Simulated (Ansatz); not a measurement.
Ansatz (a program for electronic structure) run on Pt (Pm-3n, 8 atoms in the cell): self-consistent single point.

Method of the run: PBE (plane waves, PAW; Ansatz).

```xyz
8
Lattice="4.9224 0.0000 0.0000 0.0000 4.9224 0.0000 0.0000 0.0000 4.9224" Properties=species:S:1:pos:R:3 pbc="T T T"
Pt     1.2306     0.0000     2.4612
Pt     3.6918     0.0000     2.4612
Pt     0.0000     2.4612     1.2306
Pt     0.0000     2.4612     3.6918
Pt     2.4612     1.2306     0.0000
Pt     2.4612     3.6918     0.0000
Pt     0.0000     0.0000     0.0000
Pt     2.4612     2.4612     2.4612
```

Reference input (self-consistent single point, DFT, PBE, plane waves, default PAW files): basis.ecutwfc = 420 eV; kpoints.mp_grid.grid = 5 5 5; hamiltonian.xc = pbe; hamiltonian.pseudopotentials = {kind: paw} (the program's default PAW files); scf.occupations.method = cold; scf.occupations.width = 0.136 eV. This run's input differs from it in these lines:

Ansatz 0.2 input:
```diff
@@ -18,3 +18,3 @@
 kpoints:
-  mp_grid: { grid: [5, 5, 5] }
+  mp_grid: { grid: [6, 6, 6] }
 hamiltonian:
```

Output (repeated stretches shortened):

```
SCF iter   1: F=—  HF=-100181.408807 eV  |F-HF|=—  |Δ(HF+E_count)|=         —  Δρ=1.37e-2  dr2=9.27e-2  ethr=1.77e-3  ⟨swp⟩=5.1  Hψ=5889  notcnv=0  defer=40
all-band conjugate gradients solve this SCF's bands
preconditioner: auto → Kerker (q_TF=auto, 2.815 Å⁻¹)
SCF iter   2: F=—  HF=-100181.404924 eV  |F-HF|=—  |Δ(HF+E_count)|=   3.88e-3  S|Δr|=    0.00e0  Δρ=7.25e-3  dr2=2.53e-2  ethr=6.44e-5  ⟨swp⟩=1.6  Hψ=2034  notcnv=0  defer=40
SCF iter   3: F=—  HF=-100181.401854 eV  |F-HF|=—  |Δ(HF+E_count)|=   3.07e-3  S|Δr|=    0.00e0  Δρ=6.51e-4  dr2=3.64e-4  ethr=1.76e-5  ⟨swp⟩=1.9  Hψ=2072  notcnv=0  defer=40
SCF iter   4: F=—  HF=-100181.401799 eV  |F-HF|=—  |Δ(HF+E_count)|=   5.49e-5  S|Δr|=    0.00e0  Δρ=1.64e-4  dr2=2.97e-5  ethr=2.53e-7  ⟨swp⟩=2.4  Hψ=2767  notcnv=0  defer=40
SCF iter   5: F=—  HF=-100181.401795 eV  |F-HF|=—  |Δ(HF+E_count)|=   4.25e-6  S|Δr|=    0.00e0  Δρ=2.58e-5  dr2=4.63e-7  ethr=2.06e-8  ⟨swp⟩=2.2  Hψ=2362  notcnv=0  defer=40
SCF iter   6: F=-100181.401795 eV  HF=-100181.401795 eV  |F-HF|=6.40e-10  |Δ(HF+E_count)|=   1.10e-7  S|Δr|=    0.00e0  Δρ=6.18e-6  dr2=2.88e-8  ethr=6.94e-11  ⟨swp⟩=8.5  Hψ=6730  notcnv=0
SCF 1 converged in 6 iterations: F = -100181.401795 eV  dr2 = 2.88e-8
Stability not checked (fill_not_monotonic)
Free energy (F): -100181.401795 eV
Internal energy: -100181.411856 eV  (E = F + TS)
E sigma→0 (E₀):  -100181.405149 eV
Entropy (-TS):   0.010062 eV (1.258 meV/atom)
Fermi energy:    23.723523 eV
--- Forces (eV/Å), atoms counted from 1 ---
  atom   1  Pt     0.00000000    -0.00000000     0.00000000
   [... zero for the other atoms too ...]
--- Stress (GPa, compression-positive) ---
       23.767594      -0.000000       0.000000
        0.000000      23.767594       0.000000
        0.000000       0.000000      23.767594
  P = ⅓ Tr σ = 23.7676 GPa (237.676 kbar)
  The stress holds the Pulay correction. Without it, at fixed plane waves, as pw.x and ABINIT print it: P = 23.6848 GPa
```

The run converged in 6 iterations. Against the reference run the free energy falls by 14.1 meV/atom and the pressure goes from 23.91 to 23.77 GPa.

The starting cell was generated: these elements placed on a structure prototype, without a prior relaxation; it need not be a known phase or ordering of this composition. Its lattice was rescaled by a random factor within 2.5 % of one. Spin polarisation is off. With a pressure of about 24 GPa the cell is away from its equilibrium volume at this level. Ansatz's pressure includes its estimate of the finite-basis (Pulay) stress.
